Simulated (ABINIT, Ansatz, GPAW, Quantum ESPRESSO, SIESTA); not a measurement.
# One structure in several programs: ZrC (Fm-3m, 2 atoms in the cell)

Self-consistent single point, at a second geometry (lattice scaled by 0.98). First geometry:

```
CELL_PARAMETERS angstrom
      0.00000     2.30888     2.30888
      2.30888     0.00000     2.30888
      2.30888     2.30888     0.00000
ATOMIC_POSITIONS crystal
  Zr 0.00000 0.00000 0.00000
  C  0.50000 0.50000 0.50000
```

Shared settings, as Ansatz (a quantum-chemistry and plane-wave program) writes them: kpoints.mp_grid.grid = 10 10 10; scf.occupations.method = gaussian; scf.occupations.width = 0.2 eV. Potentials and cutoffs stand in the table.

| code | model | ΔF from the first geometry (meV/atom) | pressure (GPa) | cutoff |
|---|---|---|---|---|
| ABINIT | PBE, norm-conserving pseudopotentials (PseudoDojo nc-sr-05 PBE standard) | 107.9 | 33.77 | 1116 eV |
| SIESTA | GGA PBE, numerical atomic orbitals DZP, PseudoDojo PBE standard norm-conserving potentials (rewritten from UPF to PSML) | 106.9 | 33.79 | grid 350 Ry |
| Ansatz | PBE, default PAW files | 107.0 | 33.42 | default |
| GPAW | PBE, GPAW PAW datasets PBE (gpaw-data 1.0.1) | 102.3 | – | 950 eV |
| Quantum ESPRESSO | PBE, PSlibrary ultrasoft (PBE) pseudopotentials | 108.4 | 33.66 | 55 Ry |

A dash marks a value that a program does not give, or that is left out as unsure.

The spread over the programs that give each value: ΔF from the first geometry within 6.1 meV/atom; pressure within 0.37 GPa.

SIESTA uses small atom-centred bases, whose incompleteness enters pressures, forces and empty levels differently from a plane-wave cutoff. Ansatz's pressure is given at a fixed set of plane waves, as the other plane-wave codes print theirs; with its correction for the finite basis it is 33.65 GPa (the shift of 0.23 GPa shows how far the cutoff is from converged). The pressure of GPAW is left out: its cutoff lies under the one at which its stress was checked.

The starting cell has typed, rounded lattice constants, without a prior relaxation at this level. Its lattice was rescaled by a random factor within 2.5 % of one. For this run, on top of that: lattice scaled by 0.98.

Left out of this page: Elk and FLEUR (not drawn, or without a comparable value).

Keys are those of Ansatz 0.2.
